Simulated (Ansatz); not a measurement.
Results of PBE0 (PAW; Ansatz, a first-principles code) for InTeBr (model structure, started from the BiTeI type, P3m1, No. 156, 3 atoms in the cell).

Run with plane-wave cutoff 460 eV, 9×9×4 k mesh (along the axes of the cell as run), Fermi–Dirac smearing 0.01 eV, scalar-relativistic PAW data made under PBE.

Cell (relaxed with PBE-D3(BJ)):

```
CELL_PARAMETERS angstrom
      4.17940     0.00000     0.00000
     -2.08970     3.61947     0.00000
      0.00000     0.00000     6.32931
ATOMIC_POSITIONS crystal
  In 0.00000 0.00000 0.92441
  Te 0.66667 0.33333 0.68830
  Br 0.33333 0.66667 0.20659
```

Give the computed band gap and smallest direct gap on the k points sampled.


* **band gap**: 2.00 eV
* **smallest direct gap on the k points sampled**: 2.27 eV

Note: the relaxation could raise the start's symmetry but not lower it, so the cell can be a saddle point; cell and atoms aren't relaxed at this level.

Spin–orbit coupling is not included; with these elements it can move the gap by several tenths of an eV or more.

Cost on a shared machine: around 17 core-minutes (rough).

A model structure was made by putting elements into a prototype or built by hand; it is no filed structure, need not be a known phase, and can be a saddle point held by its symmetry.
